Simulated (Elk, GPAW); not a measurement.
A GPAW input for a self-consistent single point of TiSi₂ (Fddd, 6 atoms in the cell) (DFT PBE, plane waves, GPAW PAW datasets PBE (gpaw-data 1.0.1)):

```python
from ase import Atoms
from ase.units import GPa
from gpaw import GPAW, PW

atoms = Atoms(['Ti', 'Ti', 'Si', 'Si', 'Si', 'Si'],
              cell=[[0.000000, 4.208100, 4.356684],
                    [2.442079, 0.000000, 4.356684],
                    [2.442079, 4.208100, 0.000000]],
              scaled_positions=[[0.500000, 0.500000, 0.500000],
                                [0.750000, 0.750000, 0.750000],
                                [0.837430, 0.162570, 0.837430],
                                [0.162570, 0.837430, 0.162570],
                                [0.412570, 0.087430, 0.412570],
                                [0.087430, 0.412570, 0.087430]],
              pbc=True)

calc = GPAW(mode=PW(800),
            xc='PBE',
            kpts=(7, 7, 7),
            occupations={'name': 'methfessel-paxton', 'width': 0.05, 'order': 0},
            nbands=-12,
            convergence={'density': 1e-05},
            symmetry={'symmorphic': False, 'tolerance': 0.0005},
            maxiter=120,
            txt='-')

atoms.calc = calc

energy = atoms.get_potential_energy()
print('Energy (eV):', round(energy, 6))
forces = atoms.get_forces()
print('Forces (eV/Ang):')
print(forces.round(5))
stress = atoms.get_stress()
print('Stress (GPa, Voigt):', (stress / GPa).round(4))
```

**Question.** Give the Elk input for the same structure, mesh, smearing and functional.

**Answer.** One input that does it (others would too):

```
tasks
  0

xctype
  20

tforce
  .true.

rgkmax
  7.5

gmaxvr
  18.0

lmaxapw
  10

lmaxo
  8

nxlo
  2

lorbcnd
  .true.

lradstp
  2

nrmtscf
  2.0

lmaxi
  4

stype
  0

swidth
  0.00183747

maxscl
  100

avec
    0.0000000000    7.9521565050    8.2329395715
    4.6148604847    0.0000000000    8.2329395715
    4.6148604847    7.9521565050    0.0000000000

atoms
  2
  'Ti.in'
  2
  0.5000000000  0.5000000000  0.5000000000    0.0 0.0 0.0
  0.7500000000  0.7500000000  0.7500000000    0.0 0.0 0.0
  'Si.in'
  4
  0.8374300000  0.1625700000  0.8374300000    0.0 0.0 0.0
  0.1625700000  0.8374300000  0.1625700000    0.0 0.0 0.0
  0.4125700000  0.0874300000  0.4125700000    0.0 0.0 0.0
  0.0874300000  0.4125700000  0.0874300000    0.0 0.0 0.0

ngridk
  7 7 7
```

Basis, cutoffs, solver keys and any potentials are the target program's own. This input uses DFT, PBE, all-electron FP-LAPW, Elk's shipped species files, APW+lo basis with extra local orbitals.

The starting cell comes from a database of computed structures (which also holds hypothetical and non-ambient phases and stackings), without a prior relaxation at this level. Its lattice was rescaled by a random factor within 2.5 % of one.
